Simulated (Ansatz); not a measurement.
**A computed series for PbTe: pressure series**

The parent structure is PbTe in the rock salt structure (space group Fm-3m, No. 225; a = 6.569 Å).

Cell and atoms are relaxed at each pressure.

The values are results of Kohn–Sham DFT with the PBE functional, run in Ansatz (a program for electronic structure) with PAW and 420 eV plane waves, no spin-orbit coupling, earlier PAW set, not measurements.

```csv
pressure (GPa),band gap (eV)
-2,0.93
-1,0.88
0,0.83
0.3,0.82
1.5,0.77
3,0.70
5,?
7.5,0.51
10,0.42
```

Problem. Fit E_g = E₀ + αP + βP² to the rows shown and predict the withheld row.

Solution. Least squares on the printed values gives E₀ = 0.83 eV, α = -46.4 meV/GPa, β = 0.49 meV/GPa² (largest residual 0.00 eV); this predicts 0.61 eV, and the run gives 0.61 eV, in agreement.

Spin-orbit coupling, missing from the scalar runs, can matter with Pb and Te. Load acts through the strain it causes; cell and atoms are relaxed under it. Whether these cells are dynamically stable was not tested. Competing high-pressure phases were not computed.
